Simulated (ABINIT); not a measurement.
ABINIT run on ZrBeB (P-6m2, 3 atoms in the cell): self-consistent single point.

Computed with LDA (PW92), PAW (JTH v2.0 LDA PAW) (plane waves; ABINIT).

```
ZrBeB
1.0
    3.41327     0.00000     0.00000
   -1.70663     2.95598     0.00000
    0.00000     0.00000     3.49602
Zr Be B
1 1 1
Direct
  0.00000   0.00000   0.00000
  0.33333   0.66667   0.50000
  0.66667   0.33333   0.50000
```

Reference input (self-consistent single point, DFT, PBEsol, plane waves, PAW (JTH v2.0 PBE PAW, files made for PBE)): pseudos = [Zr.GGA_PBE-JTH.xml, Be.GGA_PBE-JTH.xml, B.GGA_PBE-JTH.xml]; ecut = 40 Ry; pawecutdg = 80 Ry; pawxcdev = 0; ixc = -116133; occopt = 7; tsmear = 0.00367493 Ha; ngkpt = 11 11 9; nshiftk = 1; shiftk = 0 0 0; potentials = JTH v2.0 PBE PAW; nband = 15. This run's input differs from it in these lines:

```diff
@@ -1,4 +1,4 @@
-# ZrBeB, JTH v2.0 PBE PAW
+# ZrBeB, JTH v2.0 LDA PAW
 pp_dirpath "./"
-pseudos "Zr.GGA_PBE-JTH.xml, Be.GGA_PBE-JTH.xml, B.GGA_PBE-JTH.xml"
+pseudos "Zr.LDA_PW-JTH.xml, Be.LDA_PW-JTH.xml, B.LDA_PW-JTH.xml"
 acell 3*1.0 Angstrom
@@ -19,3 +19,2 @@
 pawxcdev 0
-ixc -116133
 occopt 7
```

Its files differ too (potentials: JTH v2.0 PBE PAW → JTH v2.0 LDA PAW).

Output, abridged:

```
--- !BeginCycle
solver: {iscf: 17, nstep: 80, nline: 4, wfoptalg: 10, }
tolerances: {tolvrs: 1.00E-11, }
...

     iter   Etot(hartree)      deltaE(h)  residm     nres2
 ETOT  1  -65.057102938539    -6.506E+01 2.899E+00 1.876E+01
 ETOT  2  -65.232314876842    -1.752E-01 3.682E-02 2.562E+00
 ETOT  3  -65.228905361446     3.410E-03 6.688E-03 4.479E-01
 ETOT  4  -65.228777707187     1.277E-04 2.849E-03 1.022E-02
 ETOT  5  -65.228733840129     4.387E-05 1.080E-03 2.958E-04
   [... 3 lines left out ...]
 ETOT  9  -65.228734625589     7.674E-13 1.360E-04 1.018E-07
 ETOT 10  -65.228734625235     3.536E-10 1.129E-04 1.077E-09
 ETOT 11  -65.228734625239    -3.610E-12 5.200E-05 3.827E-10
 ETOT 12  -65.228734625238     1.009E-12 4.117E-05 7.384E-12
 At SCF step   12       nres2   =  7.38E-12 < tolvrs=  1.00E-11 =>converged.

 Cartesian components of stress tensor (hartree/bohr^3)
  sigma(1 1)=  2.72286174E-04  sigma(3 2)=  0.00000000E+00
  sigma(2 2)=  2.72286174E-04  sigma(3 1)=  0.00000000E+00
  sigma(3 3)=  2.85277026E-04  sigma(2 1)= -1.10614343E-13

 ----iterations are completed or convergence reached----

 reduced coordinates (array xred) for    3 atoms
       0.000000000000      0.000000000000      0.000000000000
       0.333333333333      0.666666666667      0.500000000000
       0.666666666667      0.333333333333      0.500000000000
 cartesian forces (eV/Angstrom) at end:
    1     -0.00000000000000    -0.00000000000000    -0.00000000000000
    2     -0.00000000000000     0.00000000000000    -0.00000000000000
   [... lines left out ...]
 Fermi (or HOMO) energy (hartree) =   0.34129   Average Vxc (hartree)=  -0.43374
   [... lines left out ...]
'-kT*entropy'       : -2.77708765537834E-04
total_energy        : -6.52287334385801E+01
total_energy_eV     : -1.77496410429882E+03
...

-Cartesian components of stress tensor (GPa)         [Pressure= -8.1383E+00 GPa]
- sigma(1 1)=  8.01093445E+00  sigma(3 2)=  0.00000000E+00
- sigma(2 2)=  8.01093446E+00  sigma(3 1)=  0.00000000E+00
- sigma(3 3)=  8.39313846E+00  sigma(2 1)= -3.25438579E-09

 Calculation completed.
```

The run converged in 12 iterations. Against the reference run the pressure goes from -4.21 to -8.14 GPa.

The starting cell comes from a database of computed structures (which also holds hypothetical and non-ambient phases and stackings), without a prior relaxation at this level. With a pressure of about -8 GPa the cell is away from its equilibrium volume at this level.

Cost on one core of a shared machine: roughly 40 s.
